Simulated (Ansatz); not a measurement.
AlBN2 (model structure, started from the ScAlN2 type, P3m1, No. 156, 4 atoms in the cell) was calculated with G0W0@PBEsol (Ansatz, a program for electronic structure, hard PAW, contour deformation).

The cell is the one relaxed with PBEsol. Conventional cell: a = 2.8493 Å, b = 2.8493 Å, c = 4.6647 Å, α = 90.00°, β = 90.00°, γ = 120.00°.

The quasiparticle gap at Γ at a fixed k mesh 6×6×2:

| response cutoff | value (eV) |
|---|---|
| 150 eV, 251 empty bands | 6.709 |
| 200 eV, 387 empty bands | 6.757 |
| 250 eV, 541 empty bands | 6.780 |
| 300 eV, 711 empty bands | 6.794 |

Taking the value to converge with the response cutoff E as E^(−3/2), extrapolate from the last two rows.

With y = y∞ + c/w and weights w = 3953 and 5196 for the last two rows, y∞ = (w2 y2 − w1 y1)/(w2 − w1) = (5196 × 6.794 − 3953 × 6.780)/1243 = 6.839 eV, which lies 0.045 beyond the last row. Successive pairs of rows give 6.846, 6.838, 6.839. The limit also hangs on the law assumed, so its last digits aren't firm.

The other settings are not extrapolated, so this is the limit in one setting alone.

At the last cutoff the smallest gap on this mesh is 5.85 eV, with an edge away from Γ.

A model structure was made by putting elements into a prototype or built by hand; it is no filed structure, need not be a known phase, and can be a saddle point held by its symmetry.
